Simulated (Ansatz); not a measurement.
The reference is Cu in the fcc (Cu type) structure (space group Fm-3m, No. 225; a = 3.518 Å; relaxed with 0.1 eV smearing). Axes: x, y, z lie along the cube axes.

The values are results of LDA (Ansatz, an electronic-structure program), no spin-orbit coupling, not measurements.

Before the change:

```
Item                            Result
-----------------------------  -------
Shortest interatomic distance  2.488 Å
```

Now apply this change: tensile biaxial strain of 1.00 % in the plane normal to [001], as in epitaxy on a mismatched substrate; the out-of-plane cell vector and the atoms relax.

Q: Estimate the effect on the ratio −ε⊥/ε∥.

A: The ratio −ε⊥/ε∥ comes out as 1.44.

Q: How does this affect the shortest interatomic distance?

A: The shortest interatomic distance decreases by 0.005 Å to 2.483 Å.

Q: What does the calculation give for the in-plane stress after the change?

A: The mean in-plane stress (compression positive) is -1.5 GPa.

Q: How does this affect the energy relative to the base?

A: The energy increases by 1.0 meV/atom.

Whether these cells are dynamically stable was not tested. All final runs are without spin polarisation.
